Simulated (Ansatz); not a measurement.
ScSbTe (model structure, started from the ZrSiS type, P4/nmm, No. 129, 6 atoms in the cell) was calculated with LDA (plane waves, PAW; Ansatz, an electronic-structure program).

Numerical settings: plane-wave cutoff 520 eV, 8×8×4 k mesh (along the axes of the cell as run), Fermi–Dirac smearing 0.01 eV, scalar-relativistic PAW data made under PBE.

Cell (relaxed at this level):

Space group P4/nmm, origin choice 1 (No. 129); a = 4.0896 Å, b = 4.0896 Å, c = 8.5753 Å, α = 90.00°, β = 90.00°, γ = 90.00°

```
atom  site  symmetry       x       y       z
----  ----  --------  ------  ------  ------
Sc      2c       4mm  0.5000  0.0000  0.2733
Sb      2a      -4m2  0.0000  0.0000  0.0000
Te      2c       4mm  0.0000  0.5000  0.3786
```

Give the computed bulk modulus.


- bulk modulus: 76.0 GPa

The run finds no gap.

Note: the bulk modulus is −V dP/dV from two relaxed cells at ±2 % in volume; the relaxation could raise the start's symmetry but not lower it, so the cell can be a saddle point.

Spin–orbit coupling is not included; it can open a gap where bands touch, and shift volumes and moduli.

Computed values are for the static lattice.

The result took roughly 6 core-minutes.

A model structure was made by putting elements into a prototype or built by hand; it is no filed structure, need not be a known phase, and can be a saddle point held by its symmetry.
